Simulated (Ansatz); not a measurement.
## Response to strain in CuI

Consider CuI in the zinc blende structure (space group F-43m, No. 216; a = 6.0793 Å).

Strains are applied to the cell and any free atomic positions relax.

Computed with Ansatz (a program for electronic structure), PBE, PAW, cutoff 420 eV, no SOC.

Notes on the quantities. energy relative to the base: free energy F; hole mass: degenerate bands, along [100].

| variant | energy relative to the base | hole mass | pressure | band gap | volume per atom |
|---|---|---|---|---|---|
| base | 0 meV/atom | 0.22, 0.75, 0.75 mₑ (at Γ) | -0.01 GPa | 1.10 eV | 28.09 Å³ |
| isotropic strain −3.00 % | +31 meV/atom | 0.22, 0.62, 0.62 mₑ (at Γ) | 4.51 GPa | 1.36 eV | 25.63 Å³ |
| isotropic strain −2.50 % | +21 meV/atom | 0.22, 0.64, 0.64 mₑ (at Γ) | 3.60 GPa | 1.31 eV | 26.03 Å³ |
| isotropic strain −1.50 % | +7.3 meV/atom | 0.22, 0.68, 0.68 mₑ (at Γ) | 1.98 GPa | 1.22 eV | 26.84 Å³ |
| isotropic strain −1.00 % | +3.2 meV/atom | 0.22, 0.70, 0.70 mₑ (at Γ) | 1.26 GPa | 1.18 eV | 27.25 Å³ |
| isotropic strain +0.50 % | +0.8 meV/atom | 0.22, 0.77, 0.77 mₑ (at Γ) | -0.57 GPa | 1.06 eV | 28.51 Å³ |
| isotropic strain +1.00 % | +3.0 meV/atom | 0.22, 0.80, 0.80 mₑ (at Γ) | -1.08 GPa | 1.03 eV | 28.94 Å³ |
| isotropic strain +2.00 % | +11 meV/atom | 0.22, 0.85, 0.85 mₑ (at Γ) | -1.99 GPa | 0.96 eV | 29.80 Å³ |
| isotropic strain +2.50 % | +17 meV/atom | 0.22, 0.87, 0.87 mₑ (at Γ) | -2.38 GPa | 0.92 eV | 30.24 Å³ |
| isotropic strain +3.00 % | +24 meV/atom | 0.22, 0.90, 0.90 mₑ (at Γ) | -2.74 GPa | 0.89 eV | 30.69 Å³ |

Spin-orbit coupling, missing from the scalar runs, can matter with I. Effective masses come from finite differences of ±0.01 Å⁻¹. Whether these cells are dynamically stable was not tested. The final runs are not spin-polarised.
